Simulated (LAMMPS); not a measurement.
Molecular dynamics of a melt made from Ni (fcc), 256 atoms, at 2760 K and 0 GPa, brought to that temperature within a few picoseconds.

Model: MD with a machine-learned potential, pair style snap, file Ni_Zuo_JPCA2020.quadratic.snap (LAMMPS).

Question: Predict the state found, the density, the first peak of g(r).

Answer: state found: liquid; density: 7.33 ± 0.01 g/cm³; first peak of g(r): 2.40 Å, height 2.4.

Caution: a run this short can hold a crystal over, or a liquid under, the potential's own melting point, which these runs don't give.
